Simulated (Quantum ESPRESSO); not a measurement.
Density of states of Nb3Sn (Pm-3n, 8 atoms in the cell).

```yaml
crystal:
  lattice:
    - [5.30166, 0.00000, 0.00000]
    - [0.00000, 5.30166, 0.00000]
    - [0.00000, 0.00000, 5.30166]
  atoms:
    - { symbol: Nb, position: [0.25000, 0.00000, 0.50000] }
    - { symbol: Nb, position: [0.75000, 0.00000, 0.50000] }
    - { symbol: Nb, position: [0.50000, 0.75000, 0.00000] }
    - { symbol: Nb, position: [0.50000, 0.25000, 0.00000] }
    - { symbol: Nb, position: [0.00000, 0.50000, 0.75000] }
    - { symbol: Nb, position: [0.00000, 0.50000, 0.25000] }
    - { symbol: Sn, position: [0.00000, 0.00000, 0.00000] }
    - { symbol: Sn, position: [0.50000, 0.50000, 0.50000] }
```

Level of theory: PBE, GBRV 1.5 ultrasoft (PBE) pseudopotentials (plane waves; Quantum ESPRESSO).

SCF settings: ecutwfc = 40 Ry; ecutrho = 320 Ry; occupations = smearing; smearing = methfessel-paxton; degauss = 0.0073499 Ry; potentials = {Nb: nb_pbe_v1.uspp.F.UPF, Sn: sn_pbe_v1.4.uspp.F.UPF}; K_POINTS = automatic 4 4 4 0 0 0; conv_thr = 1e-10 Ry; mixing_beta = 0.4. Keys of the DOS step: nscf.calculation = nscf; nscf.verbosity = high; nscf.occupations = tetrahedra_opt; nscf.nbnd = 63; nscf.startingwfc = random; nscf.diago_thr_init = 1e-06; nscf.diagonalization = cg; nscf.K_POINTS = automatic 6 6 6 0 0 0; dos.x.fildos = dos.dat; dos.x.Emin = -15 eV; dos.x.Emax = 30 eV; dos.x.DeltaE = 0.1 eV.

The starting cell comes from a database of computed structures (which also holds hypothetical and non-ambient phases and stackings), without a prior relaxation at this level. Its lattice was rescaled by a random factor within 2.5 % of one. Spin polarisation is off.

Total DOS (both spins), as means of the tabulated values in each energy bin; the zero is the program's Fermi level or highest filled level, and the curve is cut to this window:

| E (eV) | states/eV/cell |
|---|---|
| -7.75 | 5.77 |
| -7.25 | 0.00 |
| -6.75 | 0.00 |
| -6.25 | 0.00 |
| -5.75 | 0.00 |
| -5.25 | 0.00 |
| -4.75 | 0.62 |
| -4.25 | 7.38 |
| -3.75 | 2.15 |
| -3.25 | 7.28 |
| -2.75 | 8.25 |
| -2.25 | 4.66 |
| -1.75 | 13.0 |
| -1.25 | 7.29 |
| -0.75 | 6.10 |
| -0.25 | 10.2 |
| 0.25 | 7.35 |
| 0.75 | 3.24 |
| 1.25 | 4.72 |
| 1.75 | 4.61 |

Around zero the curve holds about 18 states/eV/cell.
